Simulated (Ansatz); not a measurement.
For rock-salt LaS, PBEsol (Ansatz, a program for electronic structure, plane waves, PAW) gives:

| Quantity | Result |
|---|---|
| lattice constant a | 5.805 Å |
| bulk modulus | 89.5 GPa |

### Question
What does PBE0 (Ansatz, plane waves, PAW) give for the same quantities?

### Answer

- lattice constant a: 5.859 Å (rises by 0.9 %)
- bulk modulus: 87.4 GPa (falls by 2.3 %)

Changes are worked out from the printed values.

Unless a cell is named, each level is at its own relaxed cell (PBEsol 24.46, PBE0 25.14 Å³/atom).

Caveats: the relaxation could not lower the start's symmetry, so the cell can be a saddle point above a distorted one (PBEsol, PBE0). Ansatz's density-functional and Hartree–Fock values are scalar-relativistic unless marked +SOC, with PAW data made under PBE.
